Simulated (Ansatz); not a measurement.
Start from TiSi2 (space group Cmcm, No. 63).

```yaml
crystal:
  lattice:
    - [1.75733, -6.67455, 0.00000]
    - [1.75733, 6.67455, 0.00000]
    - [0.00000, 0.00000, 3.55702]
  atoms:
    - { symbol: Si, position: [0.93997, 0.06003, 0.75000] }
    - { symbol: Si, position: [0.06003, 0.93997, 0.25000] }
    - { symbol: Si, position: [0.25043, 0.74957, 0.75000] }
    - { symbol: Si, position: [0.74957, 0.25043, 0.25000] }
    - { symbol: Ti, position: [0.60249, 0.39751, 0.75000] }
    - { symbol: Ti, position: [0.39751, 0.60249, 0.25000] }
```

Cartesian axes are those of the cell as printed.

Method: Kohn–Sham DFT with the PBEsol functional, run in Ansatz (a program for electronic structure) with PAW and 420 eV plane waves, no spin-orbit coupling, earlier PAW set.

Before the change:

- Volume per atom = 13.91 Å³
- Band gap = zero

It is then changed as follows: uniaxial stress, 2 GPa tension along x; all other stress components relax to zero.

### Question
What does the calculation give for the energy relative to the base, volume per atom and band gap after the change?

### Answer
The energy grows by 0.8 meV/atom; the volume per atom rises by 0.057 Å³, from 13.91 Å³ to 13.96 Å³; the band gap stays zero.

Without a gap, meshes like the base's 14×14×13 leave anisotropic stresses uncertain by several tenths of a GPa, and small strain energies with them. Load acts through the strain it causes; cell and atoms are relaxed under it. Stability under load was not tested beyond the relaxation. All final runs are without spin polarisation.
